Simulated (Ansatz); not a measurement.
CsCl-type FeAl, treated with HSE06 (plane waves, PAW; Ansatz, a quantum-chemistry and plane-wave program).

The run printed, among other lines:

```
WARN output.stress: scf.exx.energy_threshold = 1e-6 eV is looser than the 2e-8 eV advised for a stress under a hybrid functional (1e-8 eV for each atom of the …
Crystal: 2 atoms, lattice volume = 24.027 Å³
Basis set: ecut = 460 eV, 515 PW (Γ), exchange–correlation on 48×48×48 points (8 copies of the dense FFT grid, shifted against one another)
Bands: 14, of which v1, the nominal top of the filled ones, is band 10 counted from 1 (9 counted from 0)
Symmetry: 48 space group operations
Space group: Pm-3m (ITA 221), of the structure as read, at distance tolerance 2.9e-5 Å
k-points: 56 of 1000
SCF iter   1: F=—  HF=-5018.591886 eV  |F-HF|=—  |Δ(HF+E_count)|=         —  Δρ=3.31e-3  dr2=1.45e-3
SCF iter   2: F=—  HF=-5018.591747 eV  |F-HF|=—  |Δ(HF+E_count)|=   1.38e-4  Δρ=1.04e-3  dr2=1.09e-4
  ...
SCF 1 converged in 8 iterations: F = -5018.591756 eV  dr2 = 2.96e-12
Crystal: 2 atoms, lattice volume = 24.027 Å³
Initial density: handed on by an earlier stage of this run
Crystal: 2 atoms, lattice volume = 24.027 Å³
SCF 3 converged in 8 iterations: F = -5016.242336 eV  dr2 = 5.18e-11
Crystal: 2 atoms, lattice volume = 24.027 Å³
SCF iter   5: F=—  HF=-5016.242338 eV  |F-HF|=—  |Δ(HF+E_count)|=  1.47e-10  Δρ=1.57e-6  dr2=4.76e-10
SCF iter   6: F=-5016.242338 eV  HF=-5016.242338 eV  |F-HF|=1.55e-11  |Δ(HF+E_count)|=  1.64e-11  Δρ=2.36e-7  dr2=1.33e-11
SCF 4 converged in 6 iterations: F = -5016.242338 eV  dr2 = 1.33e-11
Free energy (F): -5016.242338 eV
Internal energy: -5016.232371 eV  (E = F + TS)
E sigma→0 (E₀):  -5016.237355 eV
Fermi energy:    13.106242 eV
--- Forces (eV/Å), atoms counted from 1 ---
  atom   1  Al     0.00000000    -0.00000000     0.00000000
  atom   2  Fe    -0.00000000    -0.00000000    -0.00000000
--- Stress (GPa, compression-positive) ---
       -8.511753       0.000000      -0.000000
        0.000000      -8.511753       0.000000
        0.000000       0.000000      -8.511753
  P = ⅓ Tr σ = -8.5118 GPa (-85.118 kbar)
```

### Question
Write an input file that could have produced this run (the log leaves some choices open).

### Answer
Several could match; the one computed here: 
Ansatz 0.2 input:
```yaml
crystal:
  lattice:
    - [2.8855744013, 0.0, 0.0]
    - [0.0, 2.8855744013, 0.0]
    - [0.0, 0.0, 2.8855744013]
  atoms:
    - { symbol: Al, position: [0.5, 0.5, 0.5] }
    - { symbol: Fe, position: [0.0, 0.0, 0.0] }
basis:
  ecutwfc: 460
  ecutrho_ratio: 4
  xc_grid: 2
kpoints:
  mp_grid: { grid: [10, 10, 10] }
hamiltonian:
  xc: hse06
  dispersion: none
  pseudopotentials: { kind: paw }
scf:
  occupations: { method: fermi_dirac, width: 0.05 }
  convergence: { dr2_threshold: 0.0000000002 }
output:
  forces: true
  stress: true
  eigenvalues: true
```

The cell is one volume of an energy–volume scan, off the minimum.

The PAW data were made under PBE.

Note: the run has no spin polarisation, so it can have missed a magnetic state. Note: the run warned that the count of filled bands differs between k points.

Computing time: around 2.6 core-minutes (rough).
